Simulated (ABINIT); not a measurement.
Equation of state of antifluorite Mg2Ge (space group 225): energy against volume (ABINIT, PBE)

```yaml
crystal:
  lattice:
    - [0.00000, 3.13819, 3.13819]
    - [3.13819, 0.00000, 3.13819]
    - [3.13819, 3.13819, 0.00000]
  atoms:
    - { symbol: Mg, position: [0.25000, 0.25000, 0.25000] }
    - { symbol: Mg, position: [0.75000, 0.75000, 0.75000] }
    - { symbol: Ge, position: [0.00000, 0.00000, 0.00000] }
```

Computed with PBE, norm-conserving pseudopotentials (PseudoDojo nc-sr-05 PBE standard) (plane waves; ABINIT 10.0.3). Settings: pseudos = [Mg.upf, Ge.upf]; ecut = 55 Ha; ixc = 11; occopt = 3; tsmear = 0.01 eV; ngkpt = 9 9 9; nshiftk = 1; shiftk = 0 0 0; potentials = PseudoDojo nc-sr-05 PBE standard; nband = 23; kptopt = 1; nstep = 50; tolvrs = 1e-11. The cell above is the first row's. The rows scale it uniformly. In all rows fractional positions and the k mesh are held. E is the free energy at the stated smearing, counted from the lowest row.

```csv
V (Å^3/atom),E (meV/atom)
20.604,17.56
21.052,8.22
21.500,2.49
21.947,0.00
22.395,0.42
22.843,3.47
23.291,8.89
23.739,16.42
24.187,?
```

The 8 complete rows are fitted with the third-order Birch-Murnaghan form, a cubic in V^(-2/3), E against V. With u = V^(-2/3) - 0.127, the rows have u = 0.006055, 0.004161, 0.002333, 0.000570, -0.001137, -0.002788, -0.004386, -0.005933. Least squares gives E = -0.168 + 22.5·u + 477447·u² + 395712·u³. Residuals (row less fit): -0.001, -0.001, 0.002, 0.000, -0.003, -0.002, 0.005, -0.002; standard error 0.004 (degrees of freedom: 4). Its minimum lies at u = -0.000024, so V0 = (0.126976)^(-3/2) = 22.10. There d²E/du² = 954800 and d³E/du³ = 2374000, so B0 = (4/9) × 22.10^(-7/3) × 954800 × 0.160218 = 49.6 GPa (the last factor turns the table's units into GPa), and B0' = 4 + (2/3) × 0.126976 × (2374000)/954800 = 4.2. The program's pressures in the fitted runs (not shown) pass through zero at V = 22.10, 0.01 % from this V0.

Question: Predict the withheld E at V = 24.187 from the fit, and compare with the calculation.

Answer: u = -0.007433, so E = -0.168 + 22.5 × (-0.007433) + 477447 × (-0.007433)² + 395712 × (-0.007433)³ = 25.881 meV/atom. The calculation gives 25.87 meV/atom, 0.011 meV/atom below the prediction (under 0.05 % of the range of E in the table). The row lies outside the fitted rows, so this is an extrapolation. From the scatter of the fitted rows alone, a prediction at this place has a standard error of 0.009 meV/atom, so the miss is 1.3 times that.

Carrying the step between the two nearest rows on in a straight line would have given 23.95, off by 1.92; series whose last step already gives the withheld value aren't shown. The scan was laid around a cell of about the measured size, scaled by a guess for this functional. The runs keep the symmetry of the cell, so they don't test it for distortions. Cutoffs and mesh are single choices, not tested for convergence of this quantity. Series with a scatter that would blur these digits, or in which a gap closes, are not shown. Nor are scans whose minimum lies at an end fitted in this form.
